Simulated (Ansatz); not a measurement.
Effect of K on a Br site (antisite), symmetric start on KBr

Consider a 16-atom supercell of KBr in the rock salt structure (space group Fm-3m, No. 225; a = 6.705 Å) at its relaxed geometry.

Modification: a neutral K on a Br site (antisite), symmetric start, atoms relaxed at fixed cell.

The values are results of DFT with PBE, PAW potentials and a 420 eV plane-wave cutoff in Ansatz (a quantum-chemistry and plane-wave program), no SOC, not measurements. Settings: 3×3×3 k-points, 0.01 eV Fermi–Dirac smearing.

| quantity | base | changed | shift |
|---|---|---|---|
| pressure | 0.0 GPa | 1.3 GPa | +1.3 GPa |
| largest displacement of a host atom from its site in the perfect cell | – | 0.21 Å | – |
| mean distance from the defect site to its nearest host atoms | 3.35 Å | 3.56 Å | +0.21 Å |

The magnetic state is the one reached from the starting moments; the real material's order can differ, and small cells can't hold many antiferromagnetic ones. In so small a cell the defect repeats every few ångströms: this is an ordered compound, not a dilute defect. The defect started on the symmetric site and kept its symmetry, so it may sit on a saddle. Seeded moments were not kept for K on a Br site (antisite). The defect cell is spin-polarised and ends with 0.0 μB.
